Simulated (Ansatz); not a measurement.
**Mo, response to strain**

Base system: Mo in the bcc (W type) structure (space group Im-3m, No. 229; a = 3.112 Å; relaxed with 0.1 eV smearing). Axes: x, y, z lie along the cube axes.

Strains are applied to the cell and any free atomic positions relax.

Method: LDA/PAW in Ansatz (a program for electronic structure), spin-orbit coupling left out.

Notes on the quantities. energy relative to the base: free energy F; pressure: mean of the normal stresses, compression positive.

```
case                            energy relative to the base  pressure  volume per atom
------------------------------  ---------------------------  --------  ---------------
base                                             0 meV/atom   0.0 GPa         15.06 Å³
uniaxial strain ε_zz = −3.00 %                 +23 meV/atom   9.6 GPa         14.61 Å³
uniaxial strain ε_zz = −2.50 %                 +16 meV/atom         ?         14.69 Å³
uniaxial strain ε_zz = −2.00 %                 +10 meV/atom         ?         14.76 Å³
uniaxial strain ε_zz = −0.50 %                +0.6 meV/atom   1.5 GPa         14.99 Å³
uniaxial strain ε_zz = +0.50 %                +0.6 meV/atom  -1.4 GPa         15.14 Å³
uniaxial strain ε_zz = +1.00 %                +2.4 meV/atom  -2.8 GPa         15.21 Å³
uniaxial strain ε_zz = +1.50 %                +5.3 meV/atom  -4.2 GPa         15.29 Å³
uniaxial strain ε_zz = +2.00 %                +9.3 meV/atom  -5.5 GPa         15.36 Å³
uniaxial strain ε_zz = +2.50 %                 +14 meV/atom         ?         15.44 Å³
```

Task: What belongs in the blanks?

Result: 
- uniaxial strain ε_zz = −2.50 %, pressure: 7.9 GPa
- uniaxial strain ε_zz = −2.00 %, pressure: 6.2 GPa
- uniaxial strain ε_zz = +2.50 %, pressure: -6.8 GPa

Stability against distortions was not tested. The final runs are not spin-polarised.
